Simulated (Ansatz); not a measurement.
The structure below was relaxed with plane-wave PAW DFT at the PBE level (Ansatz, a program for electronic structure, 420 eV), without spin-orbit coupling, at pressure 22.5 GPa.

```xyz
2
Lattice="3.0480 0.0000 0.0000 0.0000 3.0480 0.0000 0.0000 0.0000 3.0480" Properties=species:S:1:pos:R:3 pbc="T T T"
Zn     1.5240     1.5240     1.5240
Au     0.0000     0.0000     0.0000
```

Q: Find the space group and the Wyckoff positions.

A: Space group Pm-3m (No. 221); a = 3.048 Å, b = 3.048 Å, c = 3.048 Å, α = 90.00°, β = 90.00°, γ = 90.00°

| atom | site | symmetry | x | y | z |
|---|---|---|---|---|---|
| Zn | 1b | m-3m | 0.5000 | 0.5000 | 0.5000 |
| Au | 1a | m-3m | 0.0000 | 0.0000 | 0.0000 |

Load acts through the strain it causes; cell and atoms are relaxed under it. Stability against distortions was not tested. Competing high-pressure phases were not computed. The cell was made from ZnAu in the CsCl type structure (space group Pm-3m, No. 221) by this change: pressure 22.5 GPa.
